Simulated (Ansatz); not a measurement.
```yaml
crystal:
  lattice:
    - [0.00000, 2.16884, 2.18419]
    - [2.16884, 0.00000, 2.18419]
    - [2.16884, 2.16884, 0.00000]
  atoms:
    - { symbol: Si, position: [0.25000, 0.25000, 0.25000] }
    - { symbol: C, position: [0.00000, 0.00000, 0.00000] }
```

These are r2SCAN with spin-orbit coupling, rigid bands (plane waves, PAW; Ansatz, a quantum-chemistry and plane-wave program) values and carry that method's errors. Condition of this run: biaxial stress xx = yy = 2 GPa (compression positive) (the target of the relaxation). Geometry: cell and atoms relaxed with r2SCAN, then loaded as said.

### Question
Predict the hole conductivity mass (n e² τ/σ) at 300 K, by direction if it differs.

### Answer
0.65 (x), 0.65 (y), 0.72 (z) mₑ.

### Question
Predict the electron conductivity mass (n e² τ/σ) at 300 K, by direction if it differs.

### Answer
0.33 (x), 0.33 (y), 0.24 (z) mₑ.

### Question
And the band gap?

### Answer
1.67 eV at this level; semilocal functionals usually fall short of the measured gap.

Rigid bands, one relaxation time for all states, no polarons.
